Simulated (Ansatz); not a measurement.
Method: PBE (plane waves to 420 eV, PAW; Ansatz, a quantum-chemistry and plane-wave program).

Electrostatic potential energy of an electron, averaged over planes parallel to the surface, in eV from the Fermi level, for a constructed model of the (0001) surface of hcp Ti, (√3x√3)R30° layer of Sn, one a cell, on the site that continues the host's stacking (bottom of the slab: a bare face, its two planes held):

(z (Å), V (eV)): (3.67, 4.42); (3.95, 4.42); (4.24, 4.41); (4.52, 4.40); (4.80, 4.39); (5.08, 4.36); (5.37, 4.30); (5.65, 4.20); (5.93, 4.00); (6.21, 3.65); (6.50, 3.01); (6.78, 1.88); (7.06, -0.06); (7.34, -3.85); (7.63, -8.85); (7.91, -12.16); (8.19, -12.79); (8.47, -10.71); (8.75, -6.27); (9.04, -1.68); (9.32, -0.30); (9.60, -2.28); (9.88, -7.09); (10.17, -11.18); (10.45, -12.71); (10.73, -11.46); (11.01, -7.57); (11.30, -2.69); (11.58, -0.37); (11.86, -1.26); (12.14, -5.47); (12.43, -10.10); (12.71, -12.47); (12.99, -12.13); (13.27, -9.11); (13.56, -4.29); (13.84, -0.90); (14.12, -0.98); (14.40, -4.53); (14.69, -9.32); (14.97, -12.21); (15.25, -12.42); (15.53, -9.93); (15.81, -5.23); (16.10, -1.12); (16.38, -0.35); (16.66, -2.74); (16.94, -7.58); (17.23, -11.41); (17.51, -12.61); (17.79, -11.08); (18.07, -7.07); (18.36, -2.54); (18.64, -0.98); (18.92, -3.28); (19.20, -8.03); (19.49, -11.64); (19.77, -12.71); (20.05, -11.08); (20.33, -6.87); (20.62, -1.98); (20.90, 0.46); (21.18, 0.66); (21.46, 0.23); (21.75, 0.84); (22.03, 1.58); (22.31, 1.21); (22.59, 0.70); (22.88, 1.59); (23.16, 3.12); (23.44, 3.93); (23.72, 4.34); (24.00, 4.54); (24.29, 4.64); (24.57, 4.69); (24.85, 4.71); (25.13, 4.73); (25.42, 4.73); (25.70, 4.73); (25.98, 4.74); (26.26, 4.74); (26.55, 4.74)

Set-up: 19 atoms, 14.2 Å thick at the start; mesh 9x9x1; 0.1 eV smearing; dipole correction on; 6 atoms held, the rest relaxed; start symmetry kept, larger cells not searched; no spin, no spin-orbit, no U. It is one candidate, not shown to be the stable structure of the face.

Q: The surface cell has an area of 22.44 Å². What dipole along the normal does the step between the two vacuum levels imply?

A: the top vacuum level lies 0.32 eV above the bottom one; p = −ε₀ A ΔV (ε₀ = 0.005526 e/(V·Å)) gives -0.04 e·Å a cell.
